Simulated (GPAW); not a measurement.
GPAW run on CuSn₃ (P6_3/mmc, 8 atoms in the cell): self-consistent single point.

Level of theory: LDA (Perdew-Wang 92), GPAW PAW datasets LDA (gpaw-data 1.0.1) (plane waves; GPAW).

```
CELL_PARAMETERS angstrom
      6.62288     0.00000     0.00000
     -3.31144     5.73558     0.00000
      0.00000     0.00000     5.00481
ATOMIC_POSITIONS crystal
  Cu 0.66667 0.33333 0.25000
  Cu 0.33333 0.66667 0.75000
  Sn 0.34469 0.17234 0.75000
  Sn 0.65531 0.82766 0.25000
  Sn 0.17234 0.34469 0.25000
  Sn 0.82766 0.65531 0.75000
  Sn 0.82766 0.17234 0.75000
  Sn 0.17234 0.82766 0.25000
```

Reference input (self-consistent single point, DFT PBEsol, plane waves, GPAW PAW datasets PBEsol (made by gpaw-setup)): mode = pw; ecut = 850 eV; xc = PBEsol; kpts = 3 3 4; mesh shift (steps) = 0 0 0; occupations.name = methfessel-paxton; occupations.width = 0.1 eV; occupations.order = 0; nbands = -14; convergence.density = 1e-05 e/electron; convergence.energy = 1e-05 eV/electron; symmetry.symmorphic = false. This run's input differs from it in these lines:

```diff
@@ -19,3 +19,3 @@
 calc = GPAW(mode={'name': 'pw', 'ecut': 850},
-            xc='PBEsol',
+            xc='LDA',
             kpts={'size': (3, 3, 4), 'gamma': True},
```

Its files differ too (potentials: GPAW PAW datasets LDA (gpaw-data 1.0.1)).

The program printed (abridged):

```
     iter     time        total  log10-change:
                         energy   eigst   dens
iter:   1 --:--:--   -37.149519
iter:   2 --:--:--   -35.928005   -1.27  -1.59
iter:   3 --:--:--   -35.464168   -1.62  -1.71
iter:   4 --:--:--   -35.556087   -1.41  -1.82
iter:   5 --:--:--   -35.598507   -2.21  -2.03
   [... 4 lines left out ...]
iter:  10 --:--:--   -35.315458   -4.08  -2.91
iter:  11 --:--:--   -35.314617   -3.78  -3.07
iter:  12 --:--:--   -35.313097   -4.57  -3.41
iter:  13 --:--:--   -35.312851   -5.58  -3.44
iter:  14 --:--:--   -35.312613c  -5.14  -3.53
iter:  15 --:--:--   -35.312635c  -5.38  -3.73
iter:  16 --:--:--   -35.312631c  -7.28  -3.79
iter:  17 --:--:--   -35.312632c  -6.82  -3.75
iter:  18 --:--:--   -35.312642c  -7.46c -3.79
iter:  19 --:--:--   -35.312683c  -6.18  -3.81
iter:  20 --:--:--   -35.312648c  -6.53  -4.29
iter:  21 --:--:--   -35.312631c  -6.66  -4.45
iter:  22 --:--:--   -35.312621c  -6.90  -4.49
iter:  23 --:--:--   -35.312621c  -7.68c -4.54
iter:  24 --:--:--   -35.312623c  -7.95c -4.62
iter:  25 --:--:--   -35.312622c  -7.47c -4.66
iter:  26 --:--:--   -35.312621c  -8.67c -5.04c
Converged after 26 iterations.

Dipole moment: (0.000000, 0.000000, -0.000000) |e|*Ang

Energy contributions relative to reference atoms: (reference = -1097095.714961)

Kinetic:         -2.442993
Potential:       -1.965587
External:        +0.000000
XC:             -30.966595
Entropy (-ST):   -0.014358
Local:           +0.069734
SIC:             +0.000000
--------------------------
Free energy:    -35.319800
Extrapolated:   -35.312621

Showing only first 2 kpts
 Kpt  Band  Eigenvalues  Occupancy
  0    51      6.77722    1.98814
  0    52      6.77724    1.98813
  0    53      6.90128    1.55387
  0    54      6.90130    1.55370

  1    51      5.59170    2.00000
  1    52      5.69008    2.00000
  1    53      5.91123    2.00000
  1    54      7.01109    0.42891

Fermi level: 6.95515

No gap
   [... lines left out ...]
  2 Sn    0.26679    0.15403    0.00000
  3 Sn   -0.26679   -0.15403    0.00000
  4 Sn   -0.00000    0.30806    0.00000
  5 Sn    0.00000   -0.30806    0.00000
  6 Sn   -0.26679    0.15403   -0.00000
  7 Sn    0.26679   -0.15403    0.00000

Stress tensor:
     0.040071     0.000000     0.000000
     0.000000     0.040071     0.000000
     0.000000     0.000000    -0.002802
Stress (GPa, Voigt): [ 6.42   6.42  -0.449  0.     0.     0.   ]
```

The run converged in 26 iterations. GPAW prints stress with tension positive. Against the reference run the pressure goes from -2.32 to -4.13 GPa and the largest force goes from 0.263 to 0.308 eV/Å.

The starting cell comes from a database of computed structures (which also holds hypothetical and non-ambient phases and stackings), without a prior relaxation at this level. Spin polarisation is off. With a pressure of about -4 GPa the cell is away from its equilibrium volume at this level.

Cost on one core of a shared machine: roughly 4 min.
